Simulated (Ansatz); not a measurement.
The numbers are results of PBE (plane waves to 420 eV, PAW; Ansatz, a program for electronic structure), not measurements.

Electrostatic potential energy of an electron, averaged over planes parallel to the surface, in eV from the highest filled level, for a constructed model of the (111)A surface of zinc-blende AlAs, Al-terminated, As trimer, 2x2 (bottom of the slab: 3 H on 4 bottom sites):

```json
[
 {"z (Å)": "4.02", "V (eV)": "4.76"},
 {"z (Å)": "4.31", "V (eV)": "4.76"},
 {"z (Å)": "4.59", "V (eV)": "4.76"},
 {"z (Å)": "4.88", "V (eV)": "4.76"},
 {"z (Å)": "5.17", "V (eV)": "4.76"},
 {"z (Å)": "5.45", "V (eV)": "4.76"},
 {"z (Å)": "5.74", "V (eV)": "4.76"},
 {"z (Å)": "6.03", "V (eV)": "4.76"},
 {"z (Å)": "6.31", "V (eV)": "4.75"},
 {"z (Å)": "6.60", "V (eV)": "4.75"},
 {"z (Å)": "6.89", "V (eV)": "4.73"},
 {"z (Å)": "7.18", "V (eV)": "4.69"},
 {"z (Å)": "7.46", "V (eV)": "4.60"},
 {"z (Å)": "7.75", "V (eV)": "4.38"},
 {"z (Å)": "8.04", "V (eV)": "3.84"},
 {"z (Å)": "8.32", "V (eV)": "2.74"},
 {"z (Å)": "8.61", "V (eV)": "2.32"},
 {"z (Å)": "8.90", "V (eV)": "1.66"},
 {"z (Å)": "9.19", "V (eV)": "-0.15"},
 {"z (Å)": "9.47", "V (eV)": "-1.53"},
 {"z (Å)": "9.76", "V (eV)": "-2.72"},
 {"z (Å)": "10.05", "V (eV)": "-4.25"},
 {"z (Å)": "10.33", "V (eV)": "-4.83"},
 {"z (Å)": "10.62", "V (eV)": "-4.19"},
 {"z (Å)": "10.91", "V (eV)": "-2.56"},
 {"z (Å)": "11.19", "V (eV)": "-0.79"},
 {"z (Å)": "11.48", "V (eV)": "1.45"},
 {"z (Å)": "11.77", "V (eV)": "2.60"},
 {"z (Å)": "12.06", "V (eV)": "2.21"},
 {"z (Å)": "12.34", "V (eV)": "0.13"},
 {"z (Å)": "12.63", "V (eV)": "-1.16"},
 {"z (Å)": "12.92", "V (eV)": "-1.67"},
 {"z (Å)": "13.20", "V (eV)": "-3.49"},
 {"z (Å)": "13.49", "V (eV)": "-5.23"},
 {"z (Å)": "13.78", "V (eV)": "-4.72"},
 {"z (Å)": "14.06", "V (eV)": "-2.85"},
 {"z (Å)": "14.35", "V (eV)": "-1.53"},
 {"z (Å)": "14.64", "V (eV)": "0.48"},
 {"z (Å)": "14.93", "V (eV)": "2.30"},
 {"z (Å)": "15.21", "V (eV)": "2.70"},
 {"z (Å)": "15.50", "V (eV)": "1.35"},
 {"z (Å)": "15.79", "V (eV)": "-0.70"},
 {"z (Å)": "16.07", "V (eV)": "-1.39"},
 {"z (Å)": "16.36", "V (eV)": "-2.34"},
 {"z (Å)": "16.65", "V (eV)": "-4.39"},
 {"z (Å)": "16.94", "V (eV)": "-5.25"},
 {"z (Å)": "17.22", "V (eV)": "-3.76"},
 {"z (Å)": "17.51", "V (eV)": "-2.13"},
 {"z (Å)": "17.80", "V (eV)": "-0.61"},
 {"z (Å)": "18.08", "V (eV)": "1.35"},
 {"z (Å)": "18.37", "V (eV)": "2.44"},
 {"z (Å)": "18.66", "V (eV)": "2.05"},
 {"z (Å)": "18.94", "V (eV)": "0.50"},
 {"z (Å)": "19.23", "V (eV)": "-1.30"},
 {"z (Å)": "19.52", "V (eV)": "-2.19"},
 {"z (Å)": "19.81", "V (eV)": "-3.34"},
 {"z (Å)": "20.09", "V (eV)": "-4.71"},
 {"z (Å)": "20.38", "V (eV)": "-4.61"},
 {"z (Å)": "20.67", "V (eV)": "-2.86"},
 {"z (Å)": "20.95", "V (eV)": "-1.02"},
 {"z (Å)": "21.24", "V (eV)": "0.70"},
 {"z (Å)": "21.53", "V (eV)": "2.51"},
 {"z (Å)": "21.81", "V (eV)": "3.25"},
 {"z (Å)": "22.10", "V (eV)": "2.65"},
 {"z (Å)": "22.39", "V (eV)": "1.36"},
 {"z (Å)": "22.68", "V (eV)": "1.33"},
 {"z (Å)": "22.96", "V (eV)": "1.80"},
 {"z (Å)": "23.25", "V (eV)": "1.71"},
 {"z (Å)": "23.54", "V (eV)": "1.79"},
 {"z (Å)": "23.82", "V (eV)": "3.21"},
 {"z (Å)": "24.11", "V (eV)": "4.65"},
 {"z (Å)": "24.40", "V (eV)": "5.25"},
 {"z (Å)": "24.69", "V (eV)": "5.52"},
 {"z (Å)": "24.97", "V (eV)": "5.64"},
 {"z (Å)": "25.26", "V (eV)": "5.69"},
 {"z (Å)": "25.55", "V (eV)": "5.71"},
 {"z (Å)": "25.83", "V (eV)": "5.72"},
 {"z (Å)": "26.12", "V (eV)": "5.73"},
 {"z (Å)": "26.41", "V (eV)": "5.73"},
 {"z (Å)": "26.69", "V (eV)": "5.73"},
 {"z (Å)": "26.98", "V (eV)": "5.73"},
 {"z (Å)": "27.27", "V (eV)": "5.73"}
]
```

Model: 38-atom slab, 14.6 Å thick at the start with caps and adatoms, 3x3x1 mesh, Fermi-Dirac 0.025 eV, dipole correction, 8 atoms held, the rest relaxed; start symmetry kept, larger cells not searched; no spin, no spin-orbit, no U. It is one candidate, not shown to be the stable structure of the face.

Q: The surface cell has an area of 56.84 Å². What dipole along the normal does the step between the two vacuum levels imply?

A: the top vacuum level lies 0.97 eV above the bottom one; p = −ε₀ A ΔV (ε₀ = 0.005526 e/(V·Å)) gives -0.30 e·Å a cell.
